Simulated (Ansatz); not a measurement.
# hcp Sc (1 0 0) on wurtzite GaN (1 0 0) (film strained to the substrate, started from cuts of the bulks and a machine-learned relaxation; slabs Ga10N10 and Sc8, which can lie off the formulas)

A periodic stack without vacuum, hcp Sc (1 0 0) on wurtzite GaN (1 0 0) (film strained to the substrate, started from cuts of the bulks and a machine-learned relaxation; slabs Ga10N10 and Sc8, which can lie off the formulas): substrate slab Ga10N10, film Sc8, surface cells [[0, 1], [-1, 0]] and [[0, 1], [-1, 0]], film strained by -3.1 and +1.5 %, outermost planes GaN/GaN and Sc/Sc as cut, which need not be the usual terminations and can put a slab off its formula.

The start was prepared with a machine-learned potential, and the result is one local minimum, with the in-plane cell held and forces under 0.04 eV/Å; the film can end far from its bulk form.

Method: PBE (plane waves to 420 eV, PAW; Ansatz, a quantum-chemistry and plane-wave program). No spin–orbit coupling; the runs are not spin-polarised; PBE gaps are too small against experiment. Its k-point mesh 6×10×1, Fermi–Dirac width 0.05 eV.

- interface area = 16.9 Å²
- period = 25.01 Å
- heights between the nearest atoms of the two slabs at the two interfaces = -1.34 and -1.54 Å
- Ga–Sc contacts across the interfaces within 1.22 times the sum of covalent radii = 20, mean 3.11 Å
- N–Sc contacts across the interfaces within 1.22 times the sum of covalent radii = 10, mean 2.21 Å

```yaml
crystal:
  lattice:
    - [5.24136, 0.00023, -0.19821]
    - [0.00012, 3.21846, 0.01603]
    - [1.46153, 1.48007, 24.97958]
  atoms:
    - { symbol: Ga, position: [0.40889, 0.37086, 0.06294] }
    - { symbol: Ga, position: [0.28031, 0.41805, 0.97094] }
    - { symbol: N, position: [0.77984, 0.37417, 0.05717] }
    - { symbol: N, position: [0.64459, 0.43354, 0.93918] }
    - { symbol: Ga, position: [0.39470, 0.81685, 0.17152] }
    - { symbol: Ga, position: [0.89307, 0.33725, 0.13083] }
    - { symbol: N, position: [0.76965, 0.81806, 0.16928] }
    - { symbol: N, position: [0.26987, 0.33540, 0.13429] }
    - { symbol: Ga, position: [0.38069, 0.26159, 0.28229] }
    - { symbol: Ga, position: [0.88483, 0.78061, 0.24415] }
    - { symbol: N, position: [0.75761, 0.26210, 0.28123] }
    - { symbol: N, position: [0.26127, 0.78038, 0.24453] }
    - { symbol: Ga, position: [0.36644, 0.70583, 0.39445] }
    - { symbol: Ga, position: [0.87441, 0.22495, 0.35592] }
    - { symbol: N, position: [0.74388, 0.70636, 0.39318] }
    - { symbol: N, position: [0.24993, 0.22524, 0.35549] }
    - { symbol: Ga, position: [0.89855, 0.11221, 0.58121] }
    - { symbol: Ga, position: [0.88043, 0.67036, 0.46549] }
    - { symbol: N, position: [0.72081, 0.14807, 0.50963] }
    - { symbol: N, position: [0.23217, 0.67040, 0.46582] }
    - { symbol: Sc, position: [0.85290, 0.56487, 0.67627] }
    - { symbol: Sc, position: [0.44030, 0.63880, 0.52775] }
    - { symbol: Sc, position: [0.81782, 0.01160, 0.78313] }
    - { symbol: Sc, position: [0.35530, 0.07836, 0.64923] }
    - { symbol: Sc, position: [0.96119, 0.46189, 0.88327] }
    - { symbol: Sc, position: [0.32359, 0.52247, 0.76117] }
    - { symbol: Sc, position: [0.80703, 0.90225, 0.00087] }
    - { symbol: Sc, position: [0.48752, 0.95991, 0.88689] }
```
